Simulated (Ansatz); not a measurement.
The parent structure is Cu in the diamond structure (space group Fd-3m, No. 227; a = 5.353 Å; a hypothetical phase, not in the database extracts checked; relaxed with 0.1 eV smearing). Axes: x, y, z lie along the cube axes.

Level of theory: plane-wave PAW DFT at the PBE level (Ansatz, an electronic-structure program, 420 eV), no spin-orbit coupling.

Base values:

```
Quantity                          Value
-----------------------------  --------
Shortest interatomic distance  231.8 pm
```

Modification: uniaxial strain ε_zz = −2.84 %, all other strain components held at zero, atoms relaxed at fixed cell.

Problem. What does the calculation give for the energy relative to the base, shortest interatomic distance and stress after the change?

Solution. The energy grows by 2.0 meV/atom; the shortest interatomic distance falls by 2.2 pm, from 231.8 pm to 229.6 pm; the stress (xx, yy, zz, yz, xz, xy; compression positive) comes out as (1.9, 1.9, 1.2, 0.0, 0.0, 0.0) GPa.

No phonon test of stability was made. The final runs are not spin-polarised.
